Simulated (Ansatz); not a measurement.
Here is the system:

```
CELL_PARAMETERS angstrom
      4.48781     0.00000     0.00000
     -2.24390     3.88656     0.00000
      0.00000     0.00000     5.17626
ATOMIC_POSITIONS crystal
  Si 0.56193 0.56193 0.00000
  Si 0.43807 0.00000 0.33333
  Si 0.00000 0.43807 0.66667
  O  0.31394 0.38528 0.75335
  O  0.61472 0.92865 0.08668
  O  0.07135 0.68606 0.42002
  O  0.38528 0.31394 0.24665
  O  0.92865 0.61472 0.91332
  O  0.68606 0.07135 0.57998
```

These are PBEsol, rigid bands (plane waves, PAW, scalar-relativistic; Ansatz, a first-principles code) values and carry that method's errors. Condition of this run: hydrostatic pressure 15 GPa (the target of the relaxation). Geometry: cell and atoms relaxed with PBEsol, then loaded as said.

Problem. What conductivity effective mass do dilute electrons have at 300 K?

Solution. 0.47 (x), 0.47 (y), 0.45 (z) mₑ.

Problem. What conductivity effective mass do dilute holes have at 300 K?

Solution. 9.3 (x), 9.3 (y), 3.1 (z) mₑ.

Problem. And the band gap?

Solution. 6.41 eV at this level; semilocal functionals usually fall short of the measured gap.

Rigid bands, one relaxation time for all states, no polarons. Spin-orbit coupling is left out; where it splits the top of the valence band it changes the hole mass and lowers the gap by about a third of the splitting.
